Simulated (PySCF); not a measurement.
PySCF 2.14.0, TPSSH/def2-svpd, df: Al(Vi)2(NH2) (C=[CH][Al]([NH2])[CH]=C), 14 atoms. The geometry is a generated start, not checked to be a minimum at this level.

```json
{
  "task": "energy",
  "method": "tpssh",
  "basis": "def2-svpd",
  "two_electron_scheme": "density fitting",
  "mol.max_memory": "3000 MB",
  "mf.max_cycle": "100",
  "mf.conv_tol": "1e-09 (default)",
  "mf.grids.level": "3 (default)",
  "basis_functions": "188",
  "grid_points": "168024"
}
```

```xyz
14

Al     0.0644     0.2910     0.7839
C      0.2177     1.5650    -0.7309
C     -0.2232     1.3159    -1.9627
H      0.6491     2.5553    -0.5579
H     -0.1634     2.0341    -2.7723
H     -0.6684     0.3661    -2.2220
C     -0.3431    -1.6329     0.5084
C     -0.0093    -2.3111    -0.5891
H     -0.8459    -2.2029     1.2966
H     -0.2191    -3.3666    -0.7235
H      0.5010    -1.8340    -1.4155
N      0.2927     0.9236     2.4309
H      0.3328     1.9070     2.6706
H      0.4147     0.3895     3.2833
```

With the defaults (mf.DIIS = CDIIS, mf.diis = true, mf.init_guess = minao, mf.level_shift = 0, mf.diis_space = 8, mf.damp = 0, mf.diis_start_cycle = 1, newton = off) it converges in 12 Fock builds. One run each on 2 threads, 1 BLAS thread, with these changes:
- mf.init_guess = 1e
- mf.diis_space = 12
- mf.DIIS = EDIIS
- mf.diis = false
- newton = Hessian by the SCF's own integrals
- mf.level_shift = 0.3 Hartree
- mf.diis = false, mf.damp = 0.7, mf.diis_start_cycle = 999
- mf.diis_space = 3
- mf.diis_space = 5

Q: Which of these changes keep the SCF from converging, or lead it to another solution?

A: No convergence: mf.DIIS = EDIIS; mf.diis = false (the run ends without SCF convergence in 100 cycles). The rest reach the solution of the defaults.

```tsv
setting	Fock builds	end
the defaults	12	same solution
mf.diis_space = 12	12	same solution
mf.diis_space = 5	13	same solution
mf.level_shift = 0.3 Hartree	16	same solution
mf.diis_space = 3	23	same solution
mf.init_guess = 1e	24	same solution
newton = Hessian by the SCF's own integrals	26	same solution
mf.diis = false, mf.damp = 0.7, mf.diis_start_cycle = 999	28	same solution
mf.DIIS = EDIIS	101	no convergence
mf.diis = false	101	no convergence
```

Under newton the count holds the products with the orbital Hessian.
